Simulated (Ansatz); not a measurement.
The starting structures come from a database of crystals and need not be the phases stable at ambient conditions.

Input:

```
SnZnO3
1.0
    5.37903     0.00000     0.00000
   -2.68952     4.65838     0.00000
    2.68951     1.55279     4.76490
Zn Sn O
2 2 6
Direct
  0.26908   0.63454   0.09638
  0.73092   0.36546   0.90362
  0.70009   0.85004   0.44987
  0.29991   0.14996   0.55013
  0.50426   0.55425   0.25559
  0.49574   0.44575   0.74441
  0.19016   0.95001   0.25559
  0.80984   0.04999   0.74441
  0.79440   0.24015   0.25559
  0.20560   0.75985   0.74441
```

Space group of this cell: R-3. The cell is taken as given; by PBEsol its mean pressure is -6.9 GPa.

Level of theory: PBEsol (plane waves, PAW; Ansatz, a quantum-chemistry and plane-wave program).

The current runs along the normal of the first two printed vectors; no spin-orbit coupling. Scaled by the factor s: both lengths across the current (ions clamped). The meshes follow the cell: 8×8×8 and 12×12 across at s = 0.98, 8×8×8 and 12×12 across at s = 1.00, 8×8×8 and 6×6 across at s = 1.02.

```
s     mean pressure (GPa)  band gap (eV)
----  -------------------  -------------
0.98                  0.3              ?
1.00                 -6.9           1.20
1.02                -12.7           0.90
```

Q: Take the slope of the band gap against ln s from the two given rows, extrapolate to s = 0.98, and say what the run there gives.

A: Slope = (0.90 − 1.20) / ln 1.02 = -15.1 eV. The line gives 1.20 + (-15.1) × ln 0.98 = 1.51 eV. The run gives 1.51 eV, as the line does.
